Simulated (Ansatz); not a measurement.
Input:

End structure of CF2 on the 1x1 (111) surface of fcc Cu, one in a 2x2 cell, started at the site 'bridge Cu-Cu (span 2.6 Å)':

```yaml
crystal:
  lattice:
    - [5.13360, 0.00000, 0.00000]
    - [-2.56680, 4.44582, 0.00000]
    - [0.00000, 0.00000, 25.50000]
  atoms:
    - { symbol: Cu, position: [0.16667, 0.33333, 0.37817] }
    - { symbol: Cu, position: [0.16667, 0.83333, 0.37817] }
    - { symbol: Cu, position: [0.66667, 0.33333, 0.37817] }
    - { symbol: Cu, position: [0.66667, 0.83333, 0.37817] }
    - { symbol: Cu, position: [0.33333, 0.16667, 0.45940] }
    - { symbol: Cu, position: [0.33333, 0.66667, 0.45940] }
    - { symbol: Cu, position: [0.83333, 0.16667, 0.45940] }
    - { symbol: Cu, position: [0.83333, 0.66667, 0.45940] }
    - { symbol: Cu, position: [0.99812, 0.99904, 0.54058] }
    - { symbol: Cu, position: [0.00548, 0.50273, 0.54262] }
    - { symbol: Cu, position: [0.49543, 0.99957, 0.54022] }
    - { symbol: Cu, position: [0.49544, 0.49582, 0.54021] }
    - { symbol: Cu, position: [0.15877, 0.32506, 0.62731] }
    - { symbol: Cu, position: [0.15874, 0.83358, 0.62730] }
    - { symbol: Cu, position: [0.67117, 0.33553, 0.61925] }
    - { symbol: Cu, position: [0.64510, 0.82252, 0.61878] }
    - { symbol: C, position: [0.16483, 0.08224, 0.68908] }
    - { symbol: F, position: [0.40588, 0.20266, 0.72125] }
    - { symbol: F, position: [0.92434, 0.96216, 0.72139] }
```

Set-up: 19 atoms, 6.2 Å thick at the start under the adsorbate (thin: gaps and levels are the slab's own); mesh 6x6x1; 0.1 eV smearing; dipole correction on; 8 atoms held, the rest relaxed; no symmetry held; no spin, no spin-orbit, no U, no dispersion correction. At the end it is bonded to 2 Cu. In PBE it is, or lies within 0.03 eV of, the lowest of the starts that converged.

A negative adsorption energy means that the adsorbate is more stable on the surface than in its reference.

Question: Estimate the change of the work function that PBE (Ansatz, a quantum-chemistry and plane-wave program) returns for this input.

Answer: 0.47 eV

Question: Predict the work function of the top face from PBE.

Answer: 5.24 eV

Question: Estimate the adsorption energy against CF4(g) − F2(g) that PBE returns for this input.

Answer: 6.34 eV

Question: What is the computed change of the step from the bottom to the top vacuum level, against the clean slab (PBE)?

Answer: 0.44 eV
